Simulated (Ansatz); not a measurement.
Results of PBEsol (Ansatz, a program for electronic structure, PAW) for In₂S₃ (Cc, No. 9, 10 atoms in the cell; start mp-673633; a measured phase of this formula has another space group).

Settings: plane-wave cutoff 520 eV, 6×6×6 k mesh, Fermi–Dirac smearing 0.01 eV, scalar-relativistic PAW data made under PBE.

Cell (relaxed with PBEsol):

```cif
data_In4S6
_chemical_formula_sum 'In4 S6'
_space_group_name_H-M_alt 'P 1'
_space_group_IT_number 1
_cell_length_a 6.80563
_cell_length_b 6.80563
_cell_length_c 6.79064
_cell_angle_alpha 99.605
_cell_angle_beta 99.605
_cell_angle_gamma 119.826
loop_
_space_group_symop_operation_xyz
  'x, y, z'
loop_
_atom_site_label
_atom_site_type_symbol
_atom_site_fract_x
_atom_site_fract_y
_atom_site_fract_z
_atom_site_occupancy
In1 In 0.18603 0.01837 0.00216 1
In2 In 0.01837 0.18603 0.50216 1
In3 In 0.33140 0.81640 0.49803 1
In4 In 0.81640 0.33140 0.99803 1
S1 S 0.55177 0.39580 0.15019 1
S2 S 0.39580 0.55177 0.65019 1
S3 S 0.85128 0.01362 0.11274 1
S4 S 0.01362 0.85128 0.61274 1
S5 S 0.22292 0.69852 0.10821 1
S6 S 0.69852 0.22292 0.60821 1
```

Task: Estimate the band gap that the calculation returns.

Result: 
band gap: 1.05 eV

Spin–orbit coupling is not included.

Static lattice: no zero-point or thermal effects.

A start named mp-… is a Materials Project structure, which need not be a measured phase.
